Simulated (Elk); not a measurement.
Band structure of Ba3Sr (Fm-3m, 4 atoms in the cell).

```xyz
4
Lattice="0.0000 5.0700 5.0700 5.0700 0.0000 5.0700 5.0700 5.0700 0.0000" Properties=species:S:1:pos:R:3 pbc="T T T"
Ba     2.5350     2.5350     2.5350
Ba     7.6049     7.6049     7.6049
Ba     5.0700     5.0700     5.0700
Sr     0.0000     0.0000     0.0000
```

Computed with Elk with PBEsol, all-electron FP-LAPW, Elk's shipped species files, default APW+lo basis.

Settings: xctype = 22; swidth = 0.00367493 Ha; ngridk = 7 7 7; maxscl = 100.

The starting cell comes from a database of computed structures (which also holds hypothetical and non-ambient phases and stackings), without a prior relaxation at this level. Its lattice was rescaled by a random factor within 2.5 % of one. Values depend on the basis (sphere radii, cutoffs, local orbitals), which need not be converged.

Levels in eV from the Fermi level, bands 32 to 39:
```json
[
 {"point": "Γ", "32": "-2.93", "33": "-0.36", "34": "-0.36", "35": "0.22", "36": "0.22", "37": "0.22", "38": "0.63", "39": "0.63"},
 {"point": "X", "32": "-1.34", "33": "-1.15", "34": "-0.81", "35": "-0.77", "36": "0.77", "37": "0.78", "38": "0.78", "39": "0.81"},
 {"point": "W", "32": "-1.27", "33": "-0.91", "34": "-0.91", "35": "-0.77", "36": "0.45", "37": "0.66", "38": "0.66", "39": "0.88"},
 {"point": "K", "32": "-1.35", "33": "-0.99", "34": "-0.96", "35": "-0.57", "36": "0.44", "37": "0.64", "38": "0.79", "39": "0.84"},
 {"point": "L", "32": "-1.62", "33": "-1.48", "34": "0.05", "35": "0.05", "36": "0.44", "37": "0.44", "38": "0.44", "39": "0.53"},
 {"point": "U", "32": "-1.35", "33": "-0.99", "34": "-0.96", "35": "-0.57", "36": "0.44", "37": "0.64", "38": "0.79", "39": "0.84"}
]
```

Bands cross the Fermi level along this path, so the cell is metallic at this level.
